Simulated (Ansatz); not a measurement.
# Cu in the fcc (Cu type) structure (space group Fm-3m, No. 225)

Space group Fm-3m (No. 225); a = b = c = 3.563 Å, α = β = γ = 90.00°

```json
[
 {"atom": "Cu", "site": "4a", "symmetry": "m-3m", "x": "0.0000", "y": "0.0000", "z": "0.0000"}
]
```
(The calculation used a cell of 1 atom; values per cell refer to that cell.)

All numbers come from Kohn–Sham DFT with the PBEsol functional, run in Ansatz (an electronic-structure program) with PAW and 420 eV plane waves, without spin-orbit coupling, earlier PAW set. k-mesh 22×22×22 (Γ-centred); smearing 0.05 eV (Fermi–Dirac).

```json
{
  "volume_per_atom": "11.31 Å³",
  "density": "9.33 g/cm³",
  "band_gap": "zero",
  "total_energy": "-6588.781 eV/atom (σ→0; compares only within this code and set-up)"
}
```

Whether these cells are dynamically stable was not tested. The final runs are not spin-polarised.
